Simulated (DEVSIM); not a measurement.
System: Pt/SiO2/p-Si capacitor, at 300 K.

Layer 1 from the left is SiO2, thickness (nm) 4.60. Layer 2 from the left is Si, thickness (nm) 7000, Na (cm⁻³) 6.8e15.

Metal gate on the left, work function 5.6 eV. Fixed charge at the semiconductor interface 1.86e12 cm⁻² (in units of +e); interface traps 3.1e11 cm⁻² eV⁻¹, uniform in energy, neutral level at 0.7 of the gap above the valence band.

This is a model device: material constants are rounded textbook-type values typed into the input, and sizes, dopings and lifetimes were drawn at random. Values at 300 K.

SiO2: gap (eV) 9, affinity (eV) 0.9, permittivity 3.9. Si: gap (eV) 1.124, affinity (eV) 4.05, permittivity 11.7, Nc (cm⁻³) 2.86e19, Nv (cm⁻³) 3.1e19.

Model (solved in DEVSIM): 1D Poisson equation in equilibrium, Boltzmann statistics, complete ionisation; no quantum confinement or tunnelling. Metal contacts follow the ideal Schottky-Mott rule: no Fermi-level pinning, no interface dipoles.

Question: What does the simulation give for the minimum of the low-frequency capacitance, the threshold voltage (band bending 2φF)?

Answer: minimum of the low-frequency capacitance 0.0739 μF/cm²; threshold voltage (band bending 2φF) 1.00 V.
